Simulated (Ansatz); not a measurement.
Base system: K in the bcc (W type) structure (space group Im-3m, No. 229; a = 5.2123 Å).

Method: Kohn–Sham DFT with the PBEsol functional, run in Ansatz (an electronic-structure program) with PAW and 420 eV plane waves, no spin-orbit coupling.

For the base:

The lattice parameter a is 5.212 Å.

Modification: a hydrostatic pressure of 3 GPa.

Problem. Predict the new lattice parameter a.

Solution. The lattice parameter a falls by 0.6337 Å to 4.579 Å.

Load acts through the strain it causes; cell and atoms are relaxed under it. Stability against distortions was not tested.
